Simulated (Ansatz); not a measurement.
Consider HfCdO3 in the cubic perovskite structure (space group Pm-3m, No. 221; a model cell, its experimental status unchecked).

```xyz
5
Lattice="4.0712 0.0000 0.0000 0.0000 4.0712 0.0000 0.0000 0.0000 4.0712" Properties=species:S:1:pos:R:3 pbc="T T T"
Cd     0.0000     0.0000     0.0000
Hf     2.0356     2.0356     2.0356
O      0.0000     2.0356     2.0356
O      2.0356     2.0356     0.0000
O      2.0356     0.0000     2.0356
```

Cartesian axes are those of the cell as printed.

Calculations: r2SCAN (Ansatz, a program for electronic structure; PAW; 500 eV plane waves; scalar-relativistic without spin-orbit coupling).

It is then changed as follows: the cell is scaled by 0.9868 in all directions; the atoms relax in the strained cell.

**Question.** Predict the stress tensor and what it implies for the stiffness.

**Answer.** Stress of the strained cell less that of the base (GPa, compression positive):
```
    7.9     0.0     0.0
    0.0     7.9     0.0
    0.0     0.0     7.9
```

Then B = −ΔP/(ΔV/V₀) with ΔV/V₀ = -0.0391 gives secant stiffness values (nonlinear terms included at this strain): B ≈ 202 GPa.

As a check, the harmonic strain energy −½ V₀ Δσ:ε is 13 meV/atom; the computed energy rise is 13 meV/atom.

Whether these cells are dynamically stable was not tested. The final runs are not spin-polarised. Many cubic perovskites are stable only at high temperature; tilts and polar distortions were not tested.
